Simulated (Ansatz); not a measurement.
The parent structure is HfO₂ in the fluorite structure (space group Fm-3m, No. 225).

Space group Fm-3m (No. 225); a = b = c = 5.001 Å, α = β = γ = 90.00°

```
atom  site  symmetry       x       y       z
----  ----  --------  ------  ------  ------
Hf      4a      m-3m  0.0000  0.0000  0.0000
O       8c      -43m  0.2500  0.2500  0.2500
```
(The calculation used a cell of 3 atoms; values per cell refer to that cell.)

The values are results of LDA (Ansatz, a first-principles code; PAW; 420 eV plane waves; scalar-relativistic without spin-orbit coupling), not measurements.

Strains are applied to the cell and any free atomic positions relax.

One change was made to it. Results:

| quantity | base | after |
|---|---|---|
| width of the top valence band | 1.90 eV | 2.00 eV |
| band gap | 3.66 eV | 3.87 eV |
| energy relative to the base (free energy F) | 0 meV/atom | +82 meV/atom |
| electron mass | 1.1 mₑ along k, 0.68 mₑ across (at X) | 0.98 mₑ along k, 0.65 mₑ across (at X) |

Task: Which of these changes matches the shifts?
(A) isotropic strain −3.00 %
(B) isotropic strain +0.50 %
(C) isotropic strain −2.00 %
(D) isotropic strain +2.00 %

Result: A, isotropic strain −3.00 %. For comparison, the band gap in the other runs: isotropic strain +0.50 % gives 3.63 eV; isotropic strain −2.00 % gives 3.80 eV; isotropic strain +2.00 % gives 3.52 eV.

Spin-orbit coupling, missing from the scalar runs, can matter with Hf. Effective masses come from finite differences of ±0.01 Å⁻¹. Along k means along the line from Γ to the band edge. Stability against distortions was not tested. This is not the structure that HfO2 has at room temperature and ambient pressure.
